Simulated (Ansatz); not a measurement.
The reference is C in the diamond structure (space group Fd-3m, No. 227; a = 3.5603 Å).

The values are results of r2SCAN/PAW in Ansatz (a first-principles code), no SOC, not measurements.

For the base:

- Lattice parameter a: 3.560 Å

It is then changed as follows: cell and atoms relaxed at a pressure of 30 GPa.

Task: What happens to the lattice parameter a?

Result: The lattice parameter a drops by 0.070 Å to 3.490 Å.

Load acts through the strain it causes; cell and atoms are relaxed under it. Whether these cells are dynamically stable was not tested. Competing high-pressure phases were not computed.
